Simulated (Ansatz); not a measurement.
Consider C in the diamond structure (space group Fd-3m, No. 227; a = 3.5603 Å). Axes: x, y, z lie along the cube axes.

Now apply this change: tensile biaxial strain of 1.13 % in the plane normal to [111], as in epitaxy on a mismatched substrate; the out-of-plane cell vector and the atoms relax.

Computed with Kohn–Sham DFT with the r2SCAN functional, run in Ansatz (an electronic-structure program) with PAW and 500 eV plane waves, scalar-relativistic without spin-orbit coupling, earlier PAW set.

Problem. Give the band edges at the high-symmetry points of the new zone, measured from its valence-band maximum.

Solution. 
| point | valence edge (eV) | conduction edge (eV) |
|---|---|---|
| Γ | 0.00 | 5.71 |
| T | -3.05 | 8.58 |
| H₂ | -8.52 | 11.00 |
| H₀ | -8.52 | 11.00 |
| L | -2.88 | 8.74 |
| S₀ | -5.53 | 6.07 |
| S₂ | -5.53 | 6.07 |
| F | -6.47 | 4.81 |

The gap is 4.30 eV, indirect, Γ → F–Γ (25 % along).

Whether these cells are dynamically stable was not tested. Labels are those of the standard path for the cell's own space group.
